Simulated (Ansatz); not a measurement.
The reference is SnO (space group P4/nmm, No. 129; a = 3.8371 Å, c = 4.7588 Å; layered, stacked along the Cartesian z axis). Axes: x, y, z lie along a, b, c of the conventional cell.

Calculations: PBE-D3(BJ), PAW, 420 eV (Ansatz, an electronic-structure program; no spin-orbit coupling).

Before the change:

Pressure: 0.0 GPa
Volume per atom: 17.52 Å³

One thing is altered: tensile biaxial strain of 0.60 % in the plane normal to [001], as in epitaxy on a mismatched substrate; the out-of-plane cell vector and the atoms relax.

Task: How does this affect the pressure?

Result: The pressure (mean of the normal stresses, compression positive) goes from zero to -0.6 GPa.

Task: What happens to the volume per atom?

Result: The volume per atom rises by 0.138 Å³ (17.52 Å³ → 17.65 Å³).

Whether these cells are dynamically stable was not tested. All final runs are without spin polarisation.
